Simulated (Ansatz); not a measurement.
Take SrMoO₃ in the cubic perovskite structure (space group Pm-3m, No. 221; a cell from a computed database, its experimental status unchecked) as the base.

```yaml
crystal:
  lattice:
    - [3.95031, 0.00000, 0.00000]
    - [0.00000, 3.95031, 0.00000]
    - [0.00000, 0.00000, 3.95031]
  atoms:
    - { symbol: Sr, position: [0.50000, 0.50000, 0.50000] }
    - { symbol: Mo, position: [0.00000, 0.00000, 0.00000] }
    - { symbol: O, position: [0.50000, 0.00000, 0.00000] }
    - { symbol: O, position: [0.00000, 0.50000, 0.00000] }
    - { symbol: O, position: [0.00000, 0.00000, 0.50000] }
```

Cartesian axes are those of the cell as printed.

Level of theory: DFT with PBEsol, PAW potentials and a 420 eV plane-wave cutoff in Ansatz (a first-principles code), scalar-relativistic without spin-orbit coupling.

For the base:

| Property | Value |
|---|---|
| Pressure | 0.0 GPa |

One thing is altered: tensile biaxial strain of 2.87 % in the plane normal to [110], as in epitaxy on a mismatched substrate; the out-of-plane cell vector and the atoms relax.

Task: What happens to the pressure and energy relative to the base?

Result: The pressure (mean of the normal stresses, compression positive) goes from zero to -5.3 GPa; the energy increases by 18 meV/atom.

Without a gap, meshes like the base's 12×12×12 leave anisotropic stresses uncertain by several tenths of a GPa, and small strain energies with them. Whether these cells are dynamically stable was not tested. No Hubbard U is applied, and correlation can decide whether such a compound is a metal. All final runs are without spin polarisation. Many cubic perovskites are stable only at high temperature; tilts and polar distortions were not tested.
